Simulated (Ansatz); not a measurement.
Base system: TiTe2 in the CdI2 type structure (space group P-3m1, No. 164; a = 3.7840 Å, c = 6.6016 Å; layered, stacked along the Cartesian z axis).

Calculations: r2SCAN+rVV10 (Ansatz, a program for electronic structure, PAW, no spin-orbit coupling).

One change was made to it. Results:

```csv
quantity,base,after
c/a ratio,1.745,1.731
lattice parameter a,3.784 Å,3.766 Å
```

### Question
Which of these changes matches the shifts?
(A) pressure 7.5 GPa
(B) pressure −1 GPa
(C) pressure 0.7 GPa
(D) pressure 3 GPa
(E) pressure 0.3 GPa

### Answer
C, pressure 0.7 GPa. For comparison, the lattice parameter a in the other runs: pressure 3 GPa gives 3.717 Å; pressure 7.5 GPa gives 3.636 Å; pressure −1 GPa gives 3.805 Å; pressure 0.3 GPa gives 3.776 Å.

Load acts through the strain it causes; cell and atoms are relaxed under it. No phonon test of stability was made. Competing high-pressure phases were not computed. All final runs are without spin polarisation.
